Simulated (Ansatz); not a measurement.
Base system: Mo in the simple cubic structure (space group Pm-3m, No. 221; a = 2.5719 Å; a hypothetical phase, not in the database extracts checked; relaxed with 0.1 eV smearing). Axes: x, y, z lie along the cube axes.

All numbers come from PBEsol/PAW in Ansatz (a first-principles code), spin-orbit coupling left out.

Base values:

| Item | Result |
|---|---|
| Pressure | 0.0 GPa |
| Shortest interatomic distance | 2.572 Å |

The change: the cell is compressed by 1.88 % along y with no lateral relaxation, atoms relaxed at fixed cell.

Task: What does the calculation give for the pressure, energy relative to the base and shortest interatomic distance after the change?

Result: The pressure (mean of the normal stresses, compression positive) goes from zero to 4.2 GPa; the energy grows by 8.7 meV/atom; the shortest interatomic distance drops by 0.048 Å (2.572 Å → 2.524 Å).

The cells carry an imposed strain or load. Whether these cells are dynamically stable was not tested. The final runs are not spin-polarised.
